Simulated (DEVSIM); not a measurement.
Device: abrupt Si p-n junction, at 300 K.

```tsv
layer (left to right)	material	thickness (μm)	Nd (cm⁻³)	Na (cm⁻³)	τn (s)	τp (s)
1	Si	38.0	-	1.5e15	1e-6	1e-6
2	Si	3.90	6.2e15	-	1e-6	1e-6
```

Left contact: ohmic. Right contact: ohmic. Voltage is applied to the left contact. Recombination: SRH at mid-gap, radiative, Auger. Mobility is μmin + (μ − μmin)/(1 + (N/Nref)^α).

This is a model device: material constants are rounded textbook-type values typed into the input, and sizes, dopings and lifetimes were drawn at random. Values at 300 K.

| parameter | Si |
|---|---|
| gap (eV) | 1.124 |
| affinity (eV) | 4.05 |
| permittivity | 11.7 |
| Nc (cm⁻³) | 2.86e19 |
| Nv (cm⁻³) | 3.1e19 |
| μn (cm²/Vs) | 1417 |
| μp (cm²/Vs) | 470 |
| μn,min | 52 |
| μp,min | 45 |
| Nref,n | 9.7e16 |
| Nref,p | 2.2e17 |
| αn | 0.68 |
| αp | 0.72 |
| B (cm³/s) | 4.7e-15 |
| Cn (cm⁶/s) | 2.8e-31 |
| Cp (cm⁶/s) | 9.9e-32 |

Simulated with DEVSIM: 1D drift-diffusion, Boltzmann statistics, complete ionisation; no tunnelling, impact ionisation, image-force lowering or self-heating.

Base results: dark forward voltage at 1 A/cm² (V) 0.589; potential step across the device at zero bias (V) 0.649; largest field in the device at zero bias (V/cm) 15000.

### Question
What follows from this one change: doping Na of layer 1 1.5e+15 → 4.5e+13 cm^-3?

### Answer
dark forward voltage at 1 A/cm² 0.589 → 0.564 V; potential step across the device at zero bias 0.649 → 0.558 V; largest field in the device at zero bias 15000 → 4800 V/cm.

### Question
What follows from this one change: doping Nd of layer 2 6.2e+15 → 6.2e+16 cm^-3?

### Answer
dark forward voltage at 1 A/cm² 0.589 → 0.595 V; potential step across the device at zero bias 0.649 → 0.709 V; largest field in the device at zero bias 15000 → 20000 V/cm.
